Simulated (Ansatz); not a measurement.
Response to strain in W

The parent structure is W in the bcc (W type) structure (space group Im-3m, No. 229; relaxed with 0.1 eV smearing).

```
W
1.0
   -1.58442     1.58442     1.58442
    1.58442    -1.58442     1.58442
    1.58442     1.58442    -1.58442
W
1
Direct
  0.00000   0.00000   0.00000
```

Cartesian axes are those of the cell as printed.

Strains are applied to the cell and any free atomic positions relax; under biaxial strain the out-of-plane vector relaxes too.

Level of theory: Kohn–Sham DFT with the r2SCAN functional, run in Ansatz (an electronic-structure program) with PAW and 500 eV plane waves, no SOC.

Candidates:
(a) biaxial strain −3.42 %, plane normal [001], relaxed out of plane
(b) uniaxial strain ε_yy = +2.84 %
(c) biaxial strain −4.64 %, plane normal [001], relaxed out of plane

Notes on the quantities. energy relative to the base: free energy F.

Task: Order them by energy relative to the base, highest first.

Result: (c) biaxial strain −4.64 %, plane normal [001], relaxed out of plane (+137 meV/atom), (a) biaxial strain −3.42 %, plane normal [001], relaxed out of plane (+74 meV/atom), (b) uniaxial strain ε_yy = +2.84 % (+21 meV/atom)

Whether these cells are dynamically stable was not tested. The final runs are not spin-polarised.
